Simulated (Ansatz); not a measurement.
The reference is Ta₂N in the anti-CdI2 type structure (space group P-3m1, No. 164; relaxed with 0.1 eV smearing).

```
Ta2N
1.0
    3.05065     0.00000     0.00000
   -1.52533     2.64194     0.00000
    0.00000     0.00000     4.79969
N Ta
1 2
Direct
  0.00000   0.00000   0.00000
  0.33333   0.66667   0.25523
  0.66667   0.33333   0.74477
```

Cartesian axes are those of the cell as printed.

Method: Kohn–Sham DFT with the PBEsol-D3(BJ) functional, run in Ansatz (a quantum-chemistry and plane-wave program) with PAW and 420 eV plane waves, no SOC.

Before the change:

| Item | Result |
|---|---|
| Volume per atom | 12.89 Å³ |

Modification: uniaxial stress, 1 GPa tension along x, with the cell and atoms free to relax against it.

Question: What does the calculation give for the energy relative to the base and volume per atom after the change?

Answer: The energy hardly moves; the volume per atom is nearly the same (12.89 Å³ against 12.91 Å³).

Load acts through the strain it causes; cell and atoms are relaxed under it. Stability under load was not tested beyond the relaxation. The final runs are not spin-polarised. An odd electron count without spin: Ta2N.
